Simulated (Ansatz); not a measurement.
Functionals compared on a constructed model of the (111) surface of fcc Pt, a pseudomorphic layer of Zr in the host's stacking (bottom of the slab: a bare face, its two planes held), in Ansatz (plane waves, PAW). The structure was relaxed with PBE; the other rows are single points on it. Cutoff 420 eV (500 eV for r2SCAN).

Model: 7-atom slab, 14.3 Å thick at the start, 15x15x1 mesh, Fermi-Dirac 0.1 eV, dipole correction, 2 atoms held, the rest relaxed; held to the start's symmetry, so lower structures may exist; no spin, no spin-orbit, no U. It is one candidate, not shown to be the stable structure of the face. These notes are the PBE run's.

```json
[
 {"functional": "PBE", "work function of the top face (eV)": "4.64", "rough cost of the single point": "–"},
 {"functional": "RPBE", "work function of the top face (eV)": "…", "rough cost of the single point": "very roughly 30 core-seconds"},
 {"functional": "r2SCAN", "work function of the top face (eV)": "4.71", "rough cost of the single point": "very roughly 60 core-seconds"}
]
```

**Question.** Fill in the missing entries.

**Answer.** 
- RPBE, work function of the top face (eV): 4.49

Ansatz is a program for electronic structure.
